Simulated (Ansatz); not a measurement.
Au (Fm-3m), PBEsol, DFPT electron-phonon coupling, linearised Boltzmann equation in Ansatz (a quantum-chemistry and plane-wave program): phonon-limited resistivity 2.43 μΩ·cm at 300 K, 3.25 μΩ·cm at 400 K, current-weighted mean free path 36 nm, Drude plasma energy 8.93 eV.

### Question
What is the classical skin depth at 1 GHz (nonmagnetic, μ₀ = 1.257×10⁻⁶ H/m)?

### Answer
δ = √(ρ/(π f μ₀)) = 2480 nm.

### Question
What Drude relaxation time do resistivity and plasma energy imply?

### Answer
ω_p = 1.36e16 s⁻¹, so τ = 1/(ε₀ ω_p² ρ) = 25.3 fs, a damping ħ/τ of 26.1 meV.

### Question
What temperature coefficient of resistance follows, and how does it compare with 1/T?

### Answer
(ρ₄₀₀ − ρ₃₀₀)/(100 K × ρ₃₀₀) = 3.37×10⁻³ K⁻¹, against 1/T = 3.33×10⁻³ K⁻¹ for a resistivity proportional to T. Impurities would add a constant and lower it.

A metal at this level (no band gap). Only scattering by harmonic phonons is included (no impurities, grain boundaries, electron-electron scattering or thermal expansion). Spin-orbit coupling is left out, which matters with elements this heavy. Halving the electron mesh (28x28x28) moves the resistivity by up to 1 % at 300 K, the mean free path by up to 1 %. Smearing 0.20 eV; phonons on a 6x6x6 q mesh, which this run doesn't test.
